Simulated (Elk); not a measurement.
Input and output of a self-consistent single point for Tl (P6_3/mmc, 2 atoms in the cell) (Elk).

Computed with PBEsol, all-electron FP-LAPW, Elk's shipped species files, APW+lo basis with extra local orbitals (Elk).

```
Tl
1.0
    1.71651    -2.97308     0.00000
    1.71651     2.97308     0.00000
    0.00000     0.00000     5.47694
Tl
2
Direct
  0.33333   0.66667   0.25000
  0.66667   0.33333   0.75000
```

Reference input (self-consistent single point, DFT, PBE, all-electron FP-LAPW, Elk's shipped species files, APW+lo basis with extra local orbitals): xctype = 20; rgkmax = 7.5; stype = 0; swidth = 0.00183747 Ha; ngridk = 8 8 4; tforce = true; gmaxvr = 18 1/bohr; lmaxapw = 10; lmaxo = 8; nxlo = 2; lorbcnd = true; lradstp = 2. This run's input differs from it in these lines:

```diff
@@ -4,3 +4,3 @@
 xctype
-  20
+  22
```

Log, with long lists cut:

```
│ Self-consistent loop started │
│ Loop number : 1 │
 total energy                :     -40571.5061236
│ Loop number : 2 │
 total energy                :     -40571.6837790
RMS change in Kohn-Sham potential (target) :   0.1163353557     (  0.1000000000E-05)
Absolute change in total energy (target)   :   0.1776554632     (  0.1000000000E-03)
│ Loop number : 3 │
 total energy                :     -40571.6777930
RMS change in Kohn-Sham potential (target) :   0.1084496843     (  0.1000000000E-05)
Absolute change in total energy (target)   :   0.3842787493E-01 (  0.1000000000E-03)
│ Loop number : 4 │
   [... lines left out ...]
Absolute change in total energy (target)   :   0.1356972127E-02 (  0.1000000000E-03)
│ Loop number : 13 │
 total energy                :     -40566.1820555
RMS change in Kohn-Sham potential (target) :   0.9890370135E-07 (  0.1000000000E-05)
Absolute change in total energy (target)   :   0.3050030791E-03 (  0.1000000000E-03)
│ Loop number : 14 │
 total energy                :     -40566.1820581
RMS change in Kohn-Sham potential (target) :   0.3753853914E-07 (  0.1000000000E-05)
Absolute change in total energy (target)   :   0.7362799079E-04 (  0.1000000000E-03)
Convergence targets achieved

│ Loop number : 15 │

Energies :
 Fermi                       :     0.216551505539
 total energy                :     -40566.1820605

Density of states at Fermi energy :    90.73105042
 (states/Hartree/unit cell)

Estimated indirect band gap :   0.4088962013E-02
 from k-point     17 to k-point     20
Estimated direct band gap   :   0.1254017007E-01
 at k-point      9

Charges :
 core                        :    124.0000000
 valence                     :    38.00000000
 interstitial                :    2.804234021
 muffin-tins (core leakage)
  species :    1 (Tl)
   atom    1                 :    79.59788299     (  0.3702377131E-04)
   atom    2                 :    79.59788299     (  0.3702377131E-04)
 total in muffin-tins        :    159.1957660
 total calculated charge     :    162.0001171
   [... lines left out ...]
   total force               :    -0.00000000    0.00000000    0.00000000
   total magnitude           :     0.00000000
  atom :    2
   Hellmann-Feynman          :     0.00000000   -0.00000000    0.00000000
   IBS                       :    -0.00000000    0.00000000    0.00000000
   total force               :     0.00000000    0.00000000    0.00000000
   total magnitude           :     0.00000000
```

The run converged in 15 iterations. The count includes the last loop, which Elk runs after its targets are met. 

The starting cell has typed, rounded lattice constants, without a prior relaxation at this level. Its lattice was rescaled by a random factor within 2.5 % of one. Spin-orbit coupling is off. Values depend on the basis (sphere radii, cutoffs, local orbitals), which need not be converged. The log's line on a gap gives a spacing of levels on this mesh, which the program prints for metals too.
